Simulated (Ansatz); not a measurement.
Results of PBE-D4 (Ansatz, a program for electronic structure, PAW) for L1₂ (Cu3Au-type) Ni₃Al.

Settings: plane-wave cutoff 520 eV, 16×16×16 k mesh, Fermi–Dirac smearing 0.05 eV, spin-polarised with parallel moments, scalar-relativistic PAW data made under PBE.

Computed at the level's own relaxed cell.

### Question
Give the computed equilibrium volume per atom, bulk modulus B0, lattice parameter a and pressure derivative B′ of the bulk modulus.

### Answer

- equilibrium volume per atom = 10.98 Å³/atom
- bulk modulus B0 = 199 GPa
- lattice parameter a = 3.529 Å
- pressure derivative B′ of the bulk modulus = 4.6

The run finds no gap.

Measured, for comparison: equilibrium volume per atom 11.39 Å³/atom, lattice constant a 3.572 Å (temperature not stated, no zero-point or thermal correction; as tabulated in Tensorial elastic properties and stability of interface states associated with …); bulk modulus 174 GPa (temperature not stated, no zero-point or thermal correction; as tabulated in Zarkevich et al. (2023), arXiv:2304.06869). Computed (rounded) less measured: equilibrium volume per atom -3.6 %, bulk modulus +14 %, lattice constant a -1.2 %. A static lattice is as a rule a little smaller and stiffer than an uncorrected measurement, which narrows the difference in the lattice constant a and would widen misses of the other sign.

Static lattice: no zero-point or thermal effects.

It cost around 11 core-minutes (rough) of CPU time.
